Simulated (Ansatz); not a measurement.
# Sn under a change: H interstitial (started 2.72 Å from the nearest host atom)

Consider a 16-atom supercell of Sn in the diamond structure (space group Fd-3m, No. 227; a = 6.655 Å) at its relaxed geometry.

Perturbation: a neutral H interstitial (started 2.72 Å from the nearest host atom), atoms relaxed at fixed cell, starting from a slightly rattled geometry.

Computed with plane-wave PAW DFT at the PBE level (Ansatz, an electronic-structure program, 420 eV), scalar-relativistic without spin-orbit coupling. Settings: 5×5×5 k-points, 0.05 eV Fermi–Dirac smearing.

The pressure remains 0.0 GPa and the largest displacement of a host atom from its site in the perfect cell comes out as 0.97 Å. The final site of the added atom is 1 Sn at 1.82 Å.

In so small a cell the defect repeats every few ångströms: this is an ordered compound, not a dilute defect. The final runs are not spin-polarised. The defect cell is not spin-polarised.
